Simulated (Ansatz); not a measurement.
Terminations of the (110) surface of bcc Ta, measured from the surface 'clean 1x1'. Atoms come from or go to: Ag: fcc Ag, Au: fcc Au, In: tetragonal indium, Mn: fcc-type Mn, layered antiferromagnet, Re: hcp Re, Ru: hcp Ru, Sn: beta tin, Ta: bcc Ta, Ti: hcp Ti, W: bcc W. ΔE is the energy of forming the row's surface from that one (negative: more stable at these reservoirs); the vacuum level's shift is aligned on the shared bottom. No zero-point or thermal terms. These are constructed structures in small cells; real faces may alloy, dewet or reconstruct in larger ones, and not all known structures of the face are among them. Slabs of about 11 Å with all that they carry, Fermi-Dirac smearing of 0.1 eV. Bottom of the slabs: a bare face, its two planes held. Relaxed from the named starts with such symmetry as they have, on meshes of like density; energies extrapolated to zero smearing; no spin-orbit coupling, no U. Spin-polarised runs, if any, are marked in brackets, and their order is one that fits the cell; the others ran without spin. A dash marks a value that is undefined for that row (no clear gap, or no work function of a gapped slab) or was not read reliably on its mesh.

Level of theory: PBE (plane waves to 420 eV, PAW; Ansatz, a first-principles code).

```tsv
surface	atoms added per 1x1	ΔE per 1x1 (eV)	shift of the vacuum level (eV)	work function (eV)
a layer of Ag in place of the third plane	+1 Ag, -1 Ta	0.48	0.00	4.73
a pseudomorphic layer of Mn in the host's stacking [spin, 3.2 μB a cell]	+1 Mn	___	-1.16	3.57
a pseudomorphic layer of Ag in the host's stacking	+1 Ag	___	-0.73	4.00
a cell of two sites (a+b, b-a) surface alloy, Au on one Ta site of the top plane	+0.5 Au, -0.5 Ta	-0.42	-0.40	4.34
a pseudomorphic layer of Ru in the host's stacking	+1 Ru	-0.22	-0.42	4.31
a layer of Re in place of the second plane	+1 Re, -1 Ta	-0.28	-0.11	4.62
a pseudomorphic layer of Au in the host's stacking	+1 Au	-0.82	-0.34	4.39
a cell of two sites (a+b, b-a) surface alloy, In on one Ta site of the top plane	+0.5 In, -0.5 Ta	-0.31	-0.32	4.41
a pseudomorphic layer of Sn in the host's stacking	+1 Sn	-0.70	-0.41	4.32
a layer of W in place of the second plane	-1 Ta, +1 W	-0.02	-0.10	4.63
clean 1x1	none	0.00	0.00	4.72
a layer of Ti in place of the third plane	-1 Ta, +1 Ti	___	-0.02	4.71
```

### Question
Complete the blanks.

### Answer

- a pseudomorphic layer of Mn in the host's stacking [spin, 3.2 μB a cell], ΔE per 1x1 (eV): 0.12
- a pseudomorphic layer of Ag in the host's stacking, ΔE per 1x1 (eV): -0.44
- a layer of Ti in place of the third plane, ΔE per 1x1 (eV): 0.13
